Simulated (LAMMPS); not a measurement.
MD of SiC (zinc blende) at zero pressure, 1000 atoms, as a liquid; each row is its own run.

All values are model results, not measurements: classical MD, pair style gw, file SiC.gw, run in LAMMPS.

```
T (K)  D(C) (cm²/s)
-----  ------------
2610        7.37e-6
3190        2.56e-5
3620        4.84e-5
4060        8.51e-5
4640       0.000123
```

**Question.** Fit an Arrhenius law, ln y = a + b / x, to these rows (x is the first column, y the second) and predict the run at x = 2900.

**Answer.** Least squares gives a = -5.2374 and b = -17090. The slope times kB gives an activation energy of 1.47 eV. At x = 2900 the fit predicts 1.47e-5 cm²/s. The run itself gave (1.50 ± 0.07) × 10^-5 cm²/s, so the fit is 2 % low, within the run's error.

Caution: at ambient pressure real SiC sublimes or decomposes before or as it melts, so this liquid is the model's.

Caution (rows 2610; 2900): this liquid lies under the melting point of about 3090 K that SiC.gw gives, so it is undercooled.

Caution (row 3620): enthalpy drifts during the constant-pressure average: a transition or slow ageing; fluctuation values are void.

Errors of D are the spread over four groups of atoms in one short run; a floor of about 5 %, a picked value, is safer.
